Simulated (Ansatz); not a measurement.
Consider SiSe$_{2}$ (space group Ibam, No. 72; made of chains).

```xyz
6
Lattice="-3.1507 4.6508 2.9278 3.1507 -4.6508 2.9278 3.1507 4.6508 -2.9278" Properties=species:S:1:pos:R:3 pbc="T T T"
Se     1.8579     3.4575     2.9278
Se     1.2928    -1.1933     2.9278
Se     1.8579     5.8441     0.0000
Se     1.2928     1.1933     0.0000
Si     0.0000     0.0000     4.3917
Si     0.0000     0.0000     1.4639
```

Cartesian axes are those of the cell as printed.

Computed with Kohn–Sham DFT with the PBEsol functional, run in Ansatz (a program for electronic structure) with PAW and 420 eV plane waves, spin-orbit coupling left out.

The change: every lattice vector is shortened by 0.51 %, atoms relaxed at fixed cell.

Q: Predict the stress tensor and what it implies for the stiffness.

A: Stress of the strained cell less that of the base (GPa, compression positive):
```
   0.05    0.00    0.00
   0.00    0.08    0.00
   0.00    0.00    0.49
```

Then B = −ΔP/(ΔV/V₀) with ΔV/V₀ = -0.0152 gives secant stiffness values (nonlinear terms included at this strain): B (at held cell shape, above the free-shape value) ≈ 14 GPa.

Whether these cells are dynamically stable was not tested. No dispersion term is included in the PBEsol runs.
